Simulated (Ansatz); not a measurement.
We consider LiH (model structure, started from the NiAs type, P6₃/mmc, No. 194, 4 atoms in the cell), described by PBE0 (plane waves, PAW; Ansatz, a quantum-chemistry and plane-wave program).

Run with plane-wave cutoff 460 eV, 12×12×6 k mesh (along the axes of the cell as run), Fermi–Dirac smearing 0.01 eV, scalar-relativistic PAW data made under PBE.

Cell (relaxed with PBEsol):

```cif
data_H2Li2
_chemical_formula_sum 'Li2 H2'
_space_group_name_H-M_alt 'P63/mmc'
_space_group_IT_number 194
_space_group_name_Hall '-P 6c 2c'
_cell_length_a 2.75996
_cell_length_b 2.75996
_cell_length_c 4.85935
_cell_angle_alpha 90.000
_cell_angle_beta 90.000
_cell_angle_gamma 120.000
loop_
_atom_site_label
_atom_site_type_symbol
_atom_site_symmetry_multiplicity
_atom_site_Wyckoff_symbol
_atom_site_fract_x
_atom_site_fract_y
_atom_site_fract_z
_atom_site_occupancy
Li1 Li 2 a 0.00000 0.00000 0.00000 1
H1 H 2 c 0.33333 0.66667 0.25000 1
```

Question: Estimate the band gap, smallest direct gap on the k points sampled and direct gap at Γ that the calculation returns.

Answer: 
band gap: 6.09 eV (indirect)
smallest direct gap on the k points sampled: 6.82 eV
direct gap at Γ: 9.75 eV

Note: the relaxation could raise the start's symmetry but not lower it, so the cell can be a saddle point; cell and atoms aren't relaxed at this level (pressure 0.2 GPa).

The computed numbers hold no vibrational or temperature effects.

Cost on a shared machine: about 90 core-seconds (a rough figure).

A model structure was made by putting elements into a prototype or built by hand; it is no filed structure, need not be a known phase, and can be a saddle point held by its symmetry.
